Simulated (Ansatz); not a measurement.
Start from Ge in the diamond structure (space group Fd-3m, No. 227; a = 5.6746 Å). Axes: x, y, z lie along the cube axes.

Structures relaxed with r2SCAN (Ansatz, a first-principles code), no SOC.

Base:

Simulated powder pattern, Mo Kα, λ = 0.71073 Å (kinematic, ideal powder, no thermal factors, no anomalous dispersion; the 14 strongest lines at most, above 2 %, up to 2θ = 40°):

```json
[
 {"2θ (°)": "12.45", "I/Imax (%)": "100", "hkl": "(111)"},
 {"2θ (°)": "20.41", "I/Imax (%)": "83", "hkl": "(220)"},
 {"2θ (°)": "23.98", "I/Imax (%)": "52", "hkl": "(311)"},
 {"2θ (°)": "29.01", "I/Imax (%)": "15", "hkl": "(400)"},
 {"2θ (°)": "31.68", "I/Imax (%)": "22", "hkl": "(331)"},
 {"2θ (°)": "35.73", "I/Imax (%)": "29", "hkl": "(422)"},
 {"2θ (°)": "37.98", "I/Imax (%)": "16", "hkl": "(511)"}
]
```

After one change:

Simulated powder pattern, Mo Kα, λ = 0.71073 Å (kinematic, ideal powder, no thermal factors, no anomalous dispersion; the 14 strongest lines at most, above 2 %, up to 2θ = 40°):

```
2θ (°)  I/Imax (%)
------  ----------
12.49          100
20.46           83
24.04           52
29.09           15
31.77           22
35.83           29
38.09           16
```

Problem. Which of these changes matches the shifts?
A) biaxial strain +1.59 %, plane normal [111], relaxed out of plane
B) uniaxial strain ε_yy = −3.65 %
C) isotropic strain −0.27 %
D) uniaxial strain ε_xx = +4.28 %

Solution. C, isotropic strain −0.27 %. Its volume per atom is 22.66 Å³ against 22.84 Å³, and its space group is Fd-3m (No. 227).

No phonon test of stability was made.
